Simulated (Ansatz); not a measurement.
# RuSi, response to strain

The reference is RuSi (space group P2_13, No. 198; a = 4.690 Å). Axes: x, y, z lie along the cube axes.

Strains are applied to the cell and any free atomic positions relax; under biaxial strain the out-of-plane vector relaxes too; under stress the whole cell relaxes.

The values are results of Ansatz (a quantum-chemistry and plane-wave program) PBEsol, no SOC, earlier PAW set, not measurements.

Notes on the quantities. band gap: uncertain: the edges found look like a band crossing or inverted bands; the base alone; energy relative to the base: free energy F.

| variant | band gap | shortest interatomic distance | energy relative to the base | space group |
|---|---|---|---|---|
| base | 0.24 eV | 2.379 Å | 0 meV/atom | P2_13 (No. 198) |
| biaxial strain −4.27 %, plane normal [001], relaxed out of plane | zero | (withheld) | +51 meV/atom | P2_12_12_1 (No. 19) |
| biaxial strain +1.14 %, plane normal [111], relaxed out of plane | 0.21 eV | (withheld) | (withheld) | R3 (No. 146) |
| uniaxial stress, 2 GPa tension along x | 0.19 eV | 2.380 Å | (withheld) | P2_12_12_1 (No. 19) |

Question: Complete the table.

Answer: 
- biaxial strain −4.27 %, plane normal [001], relaxed out of plane, shortest interatomic distance: 2.334 Å
- biaxial strain +1.14 %, plane normal [111], relaxed out of plane, shortest interatomic distance: 2.366 Å
- biaxial strain +1.14 %, plane normal [111], relaxed out of plane, energy relative to the base: +4.8 meV/atom
- uniaxial stress, 2 GPa tension along x, energy relative to the base: +0.9 meV/atom

Beyond what the load breaks, stability against distortions was not tested. The final runs are not spin-polarised. The zero or small gap of RuSi can change with the level of theory.
